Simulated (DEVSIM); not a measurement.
Device: double heterostructure, GaAs between p- and n-type Al0.4Ga0.6As, at 350 K.

```
layer (left to right)      material  thickness (μm)  Nd (cm⁻³)  Na (cm⁻³)  τn (s)  τp (s)
---------------------  ------------  --------------  ---------  ---------  ------  ------
1                      Al0.4Ga0.6As           0.440          -       5e17  2.3e-9  2.3e-9
2                              GaAs           0.250     8.9e15          -  2.3e-9  2.3e-9
3                      Al0.4Ga0.6As           0.390     2.8e17          -  2.3e-9  2.3e-9
```

Left contact: ohmic. Right contact: ohmic. Voltage is applied to the left contact. Recombination: SRH at mid-gap, radiative. Mobility is μmin + (μ − μmin)/(1 + (N/Nref)^α).

The device is made up for the run: typed textbook-type constants, with dimensions and the other settings drawn at random. Values at 300 K; Nc and Nv go as T^1.5, mobilities as T to minus their exponent, the gap by Varshni's rule with the affinity fixed.

| parameter | Al0.4Ga0.6As | GaAs |
|---|---|---|
| gap (eV) | 1.9228 | 1.424 |
| affinity (eV) | 3.754 | 4.07 |
| permittivity | 11.76 | 12.9 |
| Nc (cm⁻³) | 7.93e17 | 4.7e17 |
| Nv (cm⁻³) | 9e18 | 9e18 |
| μn (cm²/Vs) | 3220 | 8500 |
| μp (cm²/Vs) | 158 | 400 |
| μn,min | 500 | 500 |
| μp,min | 20 | 20 |
| Nref,n | 6e16 | 6e16 |
| Nref,p | 1.5e17 | 1.5e17 |
| αn | 0.39 | 0.39 |
| αp | 0.38 | 0.38 |
| T exponent of μn | 2.1 | 2.1 |
| T exponent of μp | 2.2 | 2.2 |
| B (cm³/s) | 2e-10 | 2e-10 |
| Varshni α (eV/K) | 0.000541 | 0.000541 |
| Varshni β (K) | 204 | 204 |

Simulated with DEVSIM: 1D drift-diffusion, Boltzmann statistics, complete ionisation; no tunnelling, impact ionisation, image-force lowering or self-heating. Band offsets follow the typed affinities; no thermionic-emission limit at abrupt steps, no polarisation charge.

The thickness of layer 1 was swept, all else fixed.

```
thickness of layer 1 (μm)  dark forward voltage at 100 A/cm² (V)
-------------------------  -------------------------------------
0.088                                                      1.213
0.15                                                       1.213
0.26                                                       1.214
0.44                                                       1.214
0.75                                                       1.215
1.3                                                        1.216
2.2                                                        1.218
```

From the first row to the last the dark forward voltage at 100 A/cm² goes from 1.213 to 1.218.
